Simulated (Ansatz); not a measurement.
For Sc3Al (Pm-3m, No. 221, 4 atoms in the cell; start mp-978498), PBEsol (Ansatz, a first-principles code, plane waves, PAW) gives:

| Quantity | Result |
|---|---|
| equilibrium lattice constant a | 4.375 Å |
| bulk modulus | 67.7 GPa |
| cohesive energy | 4.62 eV/atom |

Task: What does r²SCAN in Ansatz (PAW) give for the same quantities?

Result: 
- lattice constant a: 4.427 Å (grows by 1.2 %)
- bulk modulus: 65.2 GPa (shrinks by 3.7 %)
- cohesive energy: 4.16 eV/atom (decreases by 0.46 eV/atom)

Changes are worked out from the printed values.

Unless a cell is named, each level is at its own relaxed cell (PBEsol 20.94, r²SCAN 21.69 Å³/atom).

The crystal itself was run without spin with PBEsol, r²SCAN; a magnetic state was not tried in these runs.

Caveats: the bulk modulus is −V dP/dV from two relaxed cells at ±2 % in volume (PBEsol, r²SCAN); the relaxation could not lower the start's symmetry, so the cell can be a saddle point above a distorted one (PBEsol, r²SCAN). Ansatz's density-functional and Hartree–Fock values are scalar-relativistic unless marked +SOC, with PAW data made under PBE.

A start named mp-… is a Materials Project structure, which need not be a measured phase.
